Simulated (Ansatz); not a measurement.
Consider NiO in the rock salt structure (space group Fm-3m, No. 225; ferromagnetic).

NiO has the cubic space group Fm-3m (No. 225), the rock salt structure, Pearson symbol cF8. Conventional cell: a = b = c = 4.189 Å, α = β = γ = 90.00°. O on 4a has 6 Ni at 2.094 Å (octahedral). Ni on 4b has 6 O at 2.094 Å (octahedral). (Neighbours: up to the widest gap in distance over summed covalent radii, below 1.35, at either atom; cation-cation and far metal-metal contacts left out.)
(The calculation used a cell of 2 atoms; values per cell refer to that cell.)

Method: r2SCAN (Ansatz, a program for electronic structure, PAW, spin-orbit coupling left out).

One change was made to it. Results:

```
quantity                base    after
-------------------  -------  -------
lattice parameter a  4.189 Å  4.161 Å
smallest direct gap  1.71 eV  1.69 eV
```

Problem. What was done to the base?
A) pressure 0.9 GPa
B) pressure 2.1 GPa
C) pressure 4.5 GPa
D) pressure −2 GPa

Solution. C, pressure 4.5 GPa. For comparison, the lattice parameter a in the other runs: pressure 2.1 GPa gives 4.175 Å; pressure 0.9 GPa gives 4.183 Å; pressure −2 GPa gives 4.202 Å.

Load acts through the strain it causes; cell and atoms are relaxed under it. Whether these cells are dynamically stable was not tested. No Hubbard U is applied and the magnetic state is the run's own (NiO ferromagnetic); small cells can't hold the antiferromagnetic order that many such compounds have, so gaps and moments can be off. Where the two band edges lie in opposite spin channels, the gap is a spin-flip gap. In its common phase, real NiO is an antiferromagnetic insulator at low temperature.
